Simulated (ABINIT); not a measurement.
A self-consistent single point of TcN (F-43m, 2 atoms in the cell) with ABINIT.

Computed with PBEsol, spin-orbit coupling, norm-conserving pseudopotentials (PseudoDojo nc-fr-04 PBEsol standard) (plane waves; ABINIT 10.0.3).

```
CELL_PARAMETERS angstrom
      0.00000     2.29540     2.29540
      2.29540     0.00000     2.29540
      2.29540     2.29540     0.00000
ATOMIC_POSITIONS crystal
  Tc 0.00000 0.00000 0.00000
  N  0.75000 0.75000 0.75000
```

Reference input (self-consistent single point, DFT, PBEsol, plane waves, norm-conserving pseudopotentials (PseudoDojo nc-sr-04 PBEsol standard)): pseudos = [Tc.upf, N.upf]; ecut = 42 Ha; occopt = 7; tsmear = 0.00999582 Ha; ngkpt = 8 8 8; nshiftk = 1; shiftk = 0 0 0; potentials = PseudoDojo nc-sr-04 PBEsol standard; nband = 15; kptopt = 1; nstep = 80; tolvrs = 1e-11. This run's input differs from it in these lines:

```diff
@@ -1,2 +1,2 @@
-# TcN, PseudoDojo nc-sr-04 PBEsol standard
+# TcN, PseudoDojo nc-fr-04 PBEsol standard
 pp_dirpath "./"
@@ -16,5 +16,7 @@
 ecut 42 Ha
+nspinor 2
+nspden 1
 occopt 7
 tsmear 0.00999582
-nband 15
+nband 34
 kptopt 1
```

Its files differ too (potentials: PseudoDojo nc-sr-04 PBEsol standard → PseudoDojo nc-fr-04 PBEsol standard).

Output, abridged:

```
--- !BeginCycle
solver: {iscf: 7, nstep: 80, nline: 4, wfoptalg: 0, }
tolerances: {tolvrs: 1.00E-11, }
...

     iter   Etot(hartree)      deltaE(h)  residm     vres2
 ETOT  1  -94.999647097731    -9.500E+01 2.032E-01 4.929E+02
 ETOT  2  -94.669740153916     3.299E-01 2.887E-02 2.089E+03
 ETOT  3  -95.150928620667    -4.812E-01 5.928E-03 5.524E+00
 ETOT  4  -95.151904780824    -9.762E-04 3.447E-03 3.771E-01
 ETOT  5  -95.151967049306    -6.227E-05 7.030E-04 7.106E-03
 ETOT  6  -95.151968763775    -1.714E-06 1.102E-03 1.520E-04
 ETOT  7  -95.151968792201    -2.843E-08 1.358E-04 9.893E-07
 ETOT  8  -95.151968792308    -1.064E-10 2.910E-04 1.114E-07
 ETOT  9  -95.151968792328    -2.071E-11 3.521E-05 1.154E-09
 ETOT 10  -95.151968792327     9.663E-13 2.083E-04 7.251E-12
 At SCF step   10       vres2   =  7.25E-12 < tolvrs=  1.00E-11 =>converged.

 Cartesian components of stress tensor (hartree/bohr^3)
  sigma(1 1)=  3.42091006E-04  sigma(3 2)=  0.00000000E+00
  sigma(2 2)=  3.42091006E-04  sigma(3 1)=  0.00000000E+00
  sigma(3 3)=  3.42091006E-04  sigma(2 1)=  0.00000000E+00

 ----iterations are completed or convergence reached----

 reduced coordinates (array xred) for    2 atoms
       0.000000000000      0.000000000000      0.000000000000
       0.750000000000      0.750000000000      0.750000000000
 cartesian forces (eV/Angstrom) at end:
    1     -0.00000000000000    -0.00000000000000     0.00000000000000
    2      0.00000000000000     0.00000000000000    -0.00000000000000
 frms,max,avg= 7.6404346E-28 1.1970261E-27   0.000E+00  0.000E+00  0.000E+00 e/A
   [... lines left out ...]
 Fermi (or HOMO) energy (hartree) =   0.47025   Average Vxc (hartree)=  -0.47167
   [... lines left out ...]
total_energy        : -9.51519687923274E+01
total_energy_eV     : -2.58921674784276E+03
band_energy         : -6.88764926764089E+00
...

-Cartesian components of stress tensor (GPa)         [Pressure= -1.0065E+01 GPa]
- sigma(1 1)=  1.00646632E+01  sigma(3 2)=  0.00000000E+00
- sigma(2 2)=  1.00646632E+01  sigma(3 1)=  0.00000000E+00
- sigma(3 3)=  1.00646632E+01  sigma(2 1)=  0.00000000E+00

 Calculation completed.
```

The run converged in 10 iterations. Against the reference run the pressure goes from -10.36 to -10.06 GPa.

The starting cell comes from a database of computed structures (which also holds hypothetical and non-ambient phases and stackings), without a prior relaxation at this level. With a pressure of about -10 GPa the cell is away from its equilibrium volume at this level.

Cost on one core of a shared machine: roughly 2 min.
